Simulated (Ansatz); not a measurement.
Consider NbAgO$_{3}$ in the cubic perovskite structure (space group Pm-3m, No. 221; a = 3.9499 Å; a cell from a computed database, its experimental status unchecked).

Method: PBEsol (Ansatz, a quantum-chemistry and plane-wave program, PAW, no SOC).

Before the change:

| Item | Value |
|---|---|
| Band gap | 1.40 eV |
| Gap character | indirect, M → X |

It is then changed as follows: a hydrostatic pressure of 7.5 GPa.

Problem. Predict the new band gap.

Solution. The band gap grows by 0.04 eV (1.40 eV → 1.44 eV).

Problem. What does the calculation give for the gap character after the change?

Solution. The gap character remains indirect, M → X.

Load acts through the strain it causes; cell and atoms are relaxed under it. Stability against distortions was not tested. No other phases were tried under pressure. Many cubic perovskites are stable only at high temperature; tilts and polar distortions were not tested.
